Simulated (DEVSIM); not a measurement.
Structure: abrupt Ge p-n junction, at 300 K.

```
layer (left to right)  material  thickness (μm)  Nd (cm⁻³)  Na (cm⁻³)  τn (s)  τp (s)
---------------------  --------  --------------  ---------  ---------  ------  ------
1                            Ge            1.70          -       8e15  3.9e-7  3.9e-7
2                            Ge           0.870     4.4e14          -  3.9e-7  3.9e-7
```

Left contact: ohmic. Right contact: ohmic. Voltage is applied to the left contact. Recombination: SRH at mid-gap, radiative. Mobility is μmin + (μ − μmin)/(1 + (N/Nref)^α).

This is a model device: material constants are rounded textbook-type values typed into the input, and sizes, dopings and lifetimes were drawn at random. Values at 300 K.

```tsv
parameter	Ge
gap (eV)	0.664
affinity (eV)	4
permittivity	16
Nc (cm⁻³)	1.04e19
Nv (cm⁻³)	6e18
μn (cm²/Vs)	3900
μp (cm²/Vs)	1900
μn,min	150
μp,min	100
Nref,n	2.6e17
Nref,p	4e17
αn	0.56
αp	0.6
B (cm³/s)	6.4e-14
```

Simulated with DEVSIM: 1D drift-diffusion, Boltzmann statistics, complete ionisation; no tunnelling, impact ionisation, image-force lowering or self-heating.

The thickness of layer 1 was swept, all else fixed.

```csv
thickness of layer 1 (μm),dark forward voltage at 100 A/cm² (V)
0.34,0.185
0.59,0.189
1,0.192
1.7,0.197
2.9,?
5.1,0.214
8.5,0.230
```

Task: What belongs in the gaps?

Result: 
- 2.9, dark forward voltage at 100 A/cm² (V): 0.203
